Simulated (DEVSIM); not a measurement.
System: CdS/CdTe n-p heterojunction, at 300 K.

Layer 1 from the left is CdS, thickness (μm) 0.290, Nd (cm⁻³) 4.6e17, τn (s) 5.7e-10, τp (s) 5.7e-10. Layer 2 from the left is CdTe, thickness (μm) 0.180, Na (cm⁻³) 6.3e15, τn (s) 5.7e-10, τp (s) 5.7e-10.

Left contact: ohmic. Right contact: ohmic. Voltage is applied to the left contact. Recombination: SRH at mid-gap, Auger. Mobility is μmin + (μ − μmin)/(1 + (N/Nref)^α).

This is a model device: material constants are rounded textbook-type values typed into the input, and sizes, dopings and lifetimes were drawn at random. Values at 300 K.

CdS: gap (eV) 2.4, affinity (eV) 4.3, permittivity 9, Nc (cm⁻³) 2.2e18, Nv (cm⁻³) 1.8e19, μn (cm²/Vs) 300, μp (cm²/Vs) 25, μn,min 30, μp,min 3, Nref,n 1e17, Nref,p 1e17, αn 0.6, αp 0.6, Cn (cm⁶/s) 1e-30, Cp (cm⁶/s) 1e-30. CdTe: gap (eV) 1.5, affinity (eV) 4.28, permittivity 10.2, Nc (cm⁻³) 8e17, Nv (cm⁻³) 1.8e19, μn (cm²/Vs) 1000, μp (cm²/Vs) 80, μn,min 100, μp,min 10, Nref,n 1e17, Nref,p 1e17, αn 0.6, αp 0.6, Cn (cm⁶/s) 1e-30, Cp (cm⁶/s) 1e-30.

Model (solved in DEVSIM): 1D drift-diffusion, Boltzmann statistics, complete ionisation; no tunnelling, impact ionisation, image-force lowering or self-heating. Band offsets follow the typed affinities; no thermionic-emission limit at abrupt steps, no polarisation charge.

Problem. What does the simulation give for the dark forward voltage at 100 A/cm², the largest field in the device at zero bias, the dark forward voltage at 1 A/cm²?

Solution. dark forward voltage at 100 A/cm² 1.080 V; largest field in the device at zero bias 84000 V/cm; dark forward voltage at 1 A/cm² 0.936 V.
